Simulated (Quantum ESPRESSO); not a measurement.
Quantum ESPRESSO run on Mg₃ZrO₄ (Pm-3m, 8 atoms in the cell): self-consistent single point.

Computed with PBEsol, PseudoDojo standard norm-conserving (PBESOL) pseudopotentials (plane waves; Quantum ESPRESSO).

```
Mg3ZrO4
1.0
    4.44884     0.00000     0.00000
    0.00000     4.44884     0.00000
    0.00000     0.00000     4.44884
Mg Zr O
3 1 4
Cartesian
  0.00000   2.22442   2.22442
  2.22442   0.00000   2.22442
  2.22442   2.22442   0.00000
  0.00000   0.00000   0.00000
  2.22442   0.00000   0.00000
  0.00000   2.22442   0.00000
  0.00000   0.00000   2.22442
  2.22442   2.22442   2.22442
```

Reference input (self-consistent single point, DFT, PBEsol, plane waves, PseudoDojo standard norm-conserving (PBESOL) pseudopotentials): ecutwfc = 85 Ry; occupations = smearing; smearing = marzari-vanderbilt; degauss = 0.019992 Ry; potentials = {Mg: Mg.upf, Zr: Zr.upf, O: O.upf}; K_POINTS = automatic 6 6 6 0 0 0; conv_thr = 1e-10 Ry; mixing_beta = 0.7. This run's input differs from it in these lines:

```diff
@@ -12,3 +12,3 @@
    ntyp = 3
-   ecutwfc = 85
+   ecutwfc = 34
    occupations = 'smearing'
```

Output, abridged:

```
     Self-consistent Calculation

     iteration #  1     ecut=    34.00 Ry     beta= 0.70

     total energy              =    -580.22946559 Ry
     estimated scf accuracy    <       2.01800507 Ry

     iteration #  2     ecut=    34.00 Ry     beta= 0.70

     total energy              =    -580.48535801 Ry
     estimated scf accuracy    <       0.52751882 Ry

     iteration #  3     ecut=    34.00 Ry     beta= 0.70

     total energy              =    -580.61523710 Ry
     estimated scf accuracy    <       0.21300954 Ry

   [... 6 blocks of this kind left out ...]

     iteration # 10     ecut=    34.00 Ry     beta= 0.70

     total energy              =    -580.66386535 Ry
     estimated scf accuracy    <          1.9E-09 Ry

     iteration # 11     ecut=    34.00 Ry     beta= 0.70
     End of self-consistent calculation

     the Fermi energy is    13.8009 ev

!    total energy              =    -580.66386535 Ry
     estimated scf accuracy    <          2.1E-11 Ry
     smearing contrib. (-TS)   =       0.00084409 Ry
     internal energy E=F+TS    =    -580.66470944 Ry

     convergence has been achieved in  11 iterations

     Forces acting on atoms (cartesian axes, Ry/au):

     atom    1 type  1   force =     0.00000000    0.00000000    0.00000000
   [... zero for the other atoms too ...]

     Total force =     0.000000     Total SCF correction =     0.000000

          total   stress  (Ry/bohr**3)                   (kbar)     P=    -5960.16
  -0.04051635   0.00000000   0.00000000        -5960.16        0.00        0.00
   0.00000000  -0.04051635   0.00000000            0.00    -5960.16        0.00
   0.00000000   0.00000000  -0.04051635            0.00        0.00    -5960.16

   JOB DONE.
```

The run converged in 11 iterations. Against the reference run the free energy rises by 15.3 eV/atom and the pressure goes from -5.88 to -596.0 GPa.

The starting cell comes from a database of computed structures (which also holds hypothetical and non-ambient phases and stackings), without a prior relaxation at this level. At the lowered cutoff the pressure carries the error of an incomplete plane-wave basis.
